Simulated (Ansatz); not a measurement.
**ZrGeSe: response to strain**

The reference is ZrGeSe (space group P4/nmm, No. 129).

```
ZrGeSe
1.0
    3.68273     0.00000     0.00000
    0.00000     3.68273     0.00000
    0.00000     0.00000     8.25796
Zr Ge Se
2 2 2
Direct
  0.00000   0.50000   0.73685
  0.50000   0.00000   0.26315
  0.00000   0.00000   0.00000
  0.50000   0.50000   0.00000
  0.50000   0.00000   0.62008
  0.00000   0.50000   0.37992
```

Cartesian axes are those of the cell as printed.

Strains are applied to the cell and any free atomic positions relax; under biaxial strain the out-of-plane vector relaxes too.

Level of theory: PBEsol (Ansatz, an electronic-structure program, PAW, without spin-orbit coupling).

Notes on the quantities. energy relative to the base: free energy F.

```tsv
variant	volume per atom	energy relative to the base
base	18.67 Å³	0 meV/atom
biaxial strain −0.55 %, plane normal [001], relaxed out of plane	18.55 Å³	–
isotropic strain −3.68 %	16.68 Å³	+95 meV/atom
isotropic strain −2.41 %	17.35 Å³	+39 meV/atom
tensor shear ε_xy = +3.39 %	18.64 Å³	+30 meV/atom
```

Without a gap, meshes like the base's 13×13×6 leave anisotropic stresses uncertain by several tenths of a GPa, and small strain energies with them. No phonon test of stability was made. The final runs are not spin-polarised.
